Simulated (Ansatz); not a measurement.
Input and output of a zone-centre phonon calculation for Hf2S (P6_3/mmc, 6 atoms in the cell) (Ansatz, a program for electronic structure).

Method of the run: LDA (PW92), PAW files made with PBE (plane waves; Ansatz).

```xyz
6
Lattice="3.3237 0.0000 0.0000 -1.6618 2.8784 0.0000 0.0000 0.0000 11.5416" Properties=species:S:1:pos:R:3 pbc="T T T"
Hf     1.6618     0.9595    10.3853
Hf     0.0000     1.9189     1.1564
Hf     0.0000     1.9189     4.6145
Hf     1.6618     0.9595     6.9272
S      0.0000     0.0000     8.6562
S      0.0000     0.0000     2.8854
```

Reference input (self-consistent single point, DFT, LDA (PW92), plane waves, PAW files made with PBE): basis.ecutwfc = 420 eV; kpoints.mp_grid.grid = 8 8 2; hamiltonian.xc = lda; hamiltonian.pseudopotentials = {kind: paw} (an earlier, softer set of the program's PAW files); scf.occupations.method = fermi_dirac; scf.occupations.width = 0.05 eV. This run's input differs from it in these lines:

```diff
@@ -27,6 +27,4 @@
     width: 0.05 eV
-output:
-  forces: true
-  eigenvalues: true
-  stress: true
+phonons:
+  method: dfpt
```

Log, with long lists cut:

```
SCF iter   1: F=—  HF=-63662.020227 eV  |F-HF|=—  |Δ(HF+E_count)|=         —  Δρ=7.28e-2  dr2=2.96e1  ethr=3.10e-3  ⟨swp⟩=6.5  Hψ=10559  notcnv=0  defer=8
all-band conjugate gradients solve this SCF's bands
preconditioner: auto → Kerker (q_TF=auto, 2.751 Å⁻¹)
SCF iter   2: F=—  HF=-63658.722947 eV  |F-HF|=—  |Δ(HF+E_count)|=    3.30e0  Δρ=4.30e-2  dr2=1.26e1  ethr=3.10e-3  ⟨swp⟩=3.0  Hψ=4448  notcnv=0  defer=154
   [... lines left out ...]
SCF iter  11: F=—  HF=-63655.817120 eV  |F-HF|=—  |Δ(HF+E_count)|=   5.58e-9  Δρ=1.71e-6  dr2=3.79e-9  ethr=4.74e-11  ⟨swp⟩=2.6  Hψ=5270  notcnv=0  defer=152
SCF iter  12: F=—  HF=-63655.817120 eV  |F-HF|=—  |Δ(HF+E_count)|=   2.40e-9  Δρ=1.05e-6  dr2=9.34e-10  ethr=3.26e-12  ⟨swp⟩=2.7  Hψ=5454  notcnv=0  defer=152
SCF iter  13: F=—  HF=-63655.817120 eV  |F-HF|=—  |Δ(HF+E_count)|=  1.09e-10  Δρ=1.69e-7  dr2=3.60e-11  ethr=1.00e-12  ⟨swp⟩=2.1  Hψ=4991  notcnv=0  defer=152
SCF iter  14: F=-63655.817120 eV  HF=-63655.817120 eV  |F-HF|=7.28e-12  |Δ(HF+E_count)|=  5.09e-11  Δρ=6.65e-8  dr2=3.64e-12  ethr=1.00e-12  ⟨swp⟩=18.3  Hψ=23995  notcnv=0
SCF 1 converged in 14 iterations: F = -63655.817120 eV  dr2 = 3.64e-12
DFPT response loops at Γ: preconditioner auto → Kerker (q_TF=auto, 2.751 Å⁻¹) (partly filled bands, converged f_vac=0.000) …
Free energy (F): -63655.817120 eV
Internal energy: -63655.795504 eV  (E = F + TS)
E sigma→0 (E₀):  -63655.806312 eV
Entropy (-TS):   -0.021616 eV (-3.603 meV/atom)
Fermi energy:    17.652386 eV
--- Phonons (Γ-DFPT): 4 representative perturbations + reference, on 42 of 128 k-points (Σ response iterations 17) ---
  k mesh reduced under 2 symmetry operations, with k and −k counted as one. Each operation leaves every solved perturbation unchanged …
  ASR residual: 7.031e-5 → 0.000e0 eV/Å²; symmetrization residual: 8.709e-6 eV/Å²
  ASR residual per site (eV/Å²): 7.03e-5 7.03e-5 7.03e-5 7.03e-5 2.37e-5 2.37e-5
  Γ frequencies (cm⁻¹): 0.00 0.00 0.00 79.95 79.95 83.83 83.83 116.62 116.62 117.24 143.86 164.13 268.47 268.47 272.85 272.85 327.91 330.32
  non-analytic LO–TO correction: not included (Born effective charges unavailable; polar crystals: no LO–TO splitting at Γ)
```

The run converged in 14 iterations. 

Summary of the result:
- Free energy E − TS (on the zero of these files): -63655.8171 eV
- Fermi level (on the code's own zero): 17.65 eV
- Zone-centre frequencies (cm⁻¹; negative means imaginary): 0, 0, 0, 80, 80, 84, 84, 117, 117, 117, 144, 164, 268, 268, 273, 273, 328, 330

The starting cell comes from a database of computed structures (which also holds hypothetical and non-ambient phases and stackings), without a prior relaxation at this level. Its lattice was rescaled by a random factor within 2.5 % of one.

Cost on one core of a shared machine: roughly 5 min.

Keys are those of Ansatz 0.2.
